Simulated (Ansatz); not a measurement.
Pb in the fcc (Cu type) structure (space group Fm-3m, No. 225)

Space group Fm-3m (No. 225); a = 4.9913 Å, b = 4.9913 Å, c = 4.9913 Å, α = 90.00°, β = 90.00°, γ = 90.00°

```
atom  site  symmetry       x       y       z
----  ----  --------  ------  ------  ------
Pb      4a      m-3m  0.0000  0.0000  0.0000
```
(The calculation used a cell of 1 atom; values per cell refer to that cell.)

Level of theory: r2SCAN/PAW in Ansatz (an electronic-structure program), scalar-relativistic without spin-orbit coupling, earlier PAW set. Γ-centred 16×16×16 mesh, Fermi–Dirac width 0.05 eV.

| Item | Value |
|---|---|
| Volume per atom | 31.09 Å³ |
| Density | 11.07 g/cm³ |
| Band gap | zero |
| Total energy | -11922.915 eV/atom (σ→0; compares only within this code and set-up) |

No phonon test of stability was made.
